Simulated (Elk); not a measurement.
Input and output of a self-consistent single point for GaTc (P-6m2, 2 atoms in the cell) (Elk).

Level of theory: LDA (PW92), all-electron FP-LAPW, Elk's shipped species files, default APW+lo basis in Elk 10.2.4.

```
CELL_PARAMETERS angstrom
      2.83371     0.00000     0.00000
     -1.41686     2.45407     0.00000
      0.00000     0.00000     4.04042
ATOMIC_POSITIONS crystal
  Ga 0.66667 0.33333 0.50000
  Tc 0.33333 0.66667 0.00000
```

Reference input (self-consistent single point, DFT, PBEsol, all-electron FP-LAPW, Elk's shipped species files, default APW+lo basis): xctype = 22; swidth = 0.00499791 Ha; ngridk = 11 11 7; rmtscf = 0.92; maxscl = 100. This run's input differs from it in these lines:

```diff
@@ -2,5 +2,2 @@
   0
-
-xctype
-  22
```

The program printed (abridged):

```
│ Self-consistent loop started │
│ Loop number : 1 │
 total energy                :     -6219.48399589
│ Loop number : 2 │
 total energy                :     -6219.77165612
RMS change in Kohn-Sham potential (target) :   0.1611033269     (  0.1000000000E-05)
Absolute change in total energy (target)   :   0.2876602362     (  0.1000000000E-03)
│ Loop number : 3 │
 total energy                :     -6222.43736591
RMS change in Kohn-Sham potential (target) :   0.1032853106     (  0.1000000000E-05)
Absolute change in total energy (target)   :    2.737624843     (  0.1000000000E-03)
│ Loop number : 4 │
   [... lines left out ...]
Absolute change in total energy (target)   :   0.3339889608E-03 (  0.1000000000E-03)
│ Loop number : 15 │
 total energy                :     -6223.71219446
RMS change in Kohn-Sham potential (target) :   0.2080279308E-06 (  0.1000000000E-05)
Absolute change in total energy (target)   :   0.1499843875E-03 (  0.1000000000E-03)
│ Loop number : 16 │
 total energy                :     -6223.71222039
RMS change in Kohn-Sham potential (target) :   0.4873711963E-07 (  0.1000000000E-05)
Absolute change in total energy (target)   :   0.6342724646E-04 (  0.1000000000E-03)
Convergence targets achieved

│ Loop number : 17 │

Energies :
 Fermi                       :     0.397934921757
 total energy                :     -6223.71222624

Density of states at Fermi energy :    44.49373350
 (states/Hartree/unit cell)

Estimated indirect band gap :   0.2315629946E-02
 from k-point     61 to k-point     18
Estimated direct band gap   :   0.1148705738E-01
 at k-point     88

Charges :
 core                        :    46.00000000
 valence                     :    28.00000000
 interstitial                :    3.374824564
 muffin-tins (core leakage)
  species :    1 (Ga)
   atom    1                 :    29.46314040     (  0.2155103148E-02)
  species :    2 (Tc)
   atom    1                 :    41.16203503     (  0.5920386315E-06)
 total in muffin-tins        :    70.62517544
 total calculated charge     :    73.99675916
 total charge                :    74.00000000
 error                       :   0.3240841820E-02

│ Self-consistent loop stopped │
```

The run converged in 17 iterations. The count includes the last loop, which Elk runs after its targets are met. 

The starting cell comes from a database of computed structures (which also holds hypothetical and non-ambient phases and stackings), without a prior relaxation at this level. Its lattice was rescaled by a random factor within 2.5 % of one. Spin polarisation is off. Values depend on the basis (sphere radii, cutoffs, local orbitals), which need not be converged. The log's line on a gap gives a spacing of levels on this mesh, which the program prints for metals too.
